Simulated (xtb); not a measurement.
xtb 6.7.1, GFN2-xTB: Fc1ccc2c(c1)oc1cc(-c3ccc4cc(-c5ccc(F)o5)ccc4c3)ccc12, 44 atoms. The geometry is a generated start, not checked to be a minimum at this level.

```yaml
method: GFN2-xTB
"--acc": 1 (default)
"--etemp (K)": 300 (default)
detailed input (--input): "none: ANC optimiser, Lindh (1995) Hessian, microcycle=20, maxdispl=1.0, hlow=0.01 (default)"
basis_functions: 134
valence_electrons: 144
```

The structure is relaxed from this start with --opt LEVEL for the levels crude, sloppy, loose, lax, normal, tight, vtight, extreme, once each. Up to the end of the extreme run atoms move by at most 0.32 Å along an axis.

Q: Choose the cheapest level whose final energy lies within 5 meV of that of extreme.

A: lax: 16 cycles against 44, ending 3.0 meV above.

```
level    cycles  energy above the extreme run (meV)  gradient norm (eV/Å)
-------  ------  ----------------------------------  --------------------
crude         4                                  22                  0.49
sloppy        6                                  14                  0.12
loose         8                                  11                  0.17
lax          16                                 3.0                 0.037
normal       22                                 1.6                 0.012
tight        33                               0.053                0.0053
vtight       43                          under 0.01                0.0013
extreme      44                                   —               0.00098
```
